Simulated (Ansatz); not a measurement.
**Pressure series in Mo**

Base system: Mo in the bcc (W type) structure (space group Im-3m, No. 229).

```cif
data_Mo2
_chemical_formula_sum 'Mo2'
_space_group_name_H-M_alt 'Im-3m'
_space_group_IT_number 229
_space_group_name_Hall '-I 4 2 3'
_cell_length_a 3.11139
_cell_length_b 3.11139
_cell_length_c 3.11139
_cell_angle_alpha 90.000
_cell_angle_beta 90.000
_cell_angle_gamma 90.000
loop_
_atom_site_label
_atom_site_type_symbol
_atom_site_symmetry_multiplicity
_atom_site_Wyckoff_symbol
_atom_site_fract_x
_atom_site_fract_y
_atom_site_fract_z
_atom_site_occupancy
Mo1 Mo 2 a 0.00000 0.00000 0.00000 1
```
(The calculation used a cell of 1 atom; values per cell refer to that cell.)

Cell and atoms are relaxed at each pressure.

Computed with LDA (Ansatz, a first-principles code, PAW, no SOC).

| P (GPa) | V (Å³/atom) |
|---|---|
| -2.01 | 15.165 |
| -1.01 | 15.112 |
| 0.89 | 15.015 |
| 2.09 | 14.955 |
| 4.50 | 14.838 |
| 9.00 | 14.633 |
| 15.01 | 14.380 |
| 22.51 | 14.091 |
| 30.00 | 13.829 |

Q: Fit a third-order Birch–Murnaghan equation of state.

A: Least squares on P(V) = (3B₀/2)[(V₀/V)^(7/3) − (V₀/V)^(5/3)]·[1 + (3/4)(B₀′ − 4)((V₀/V)^(2/3) − 1)] gives V₀ = 15.06 Å³/atom, B₀ = 295 GPa and B₀′ = 4.2.

Load acts through the strain it causes; cell and atoms are relaxed under it. No phonon test of stability was made. Competing high-pressure phases were not computed. The final runs are not spin-polarised.
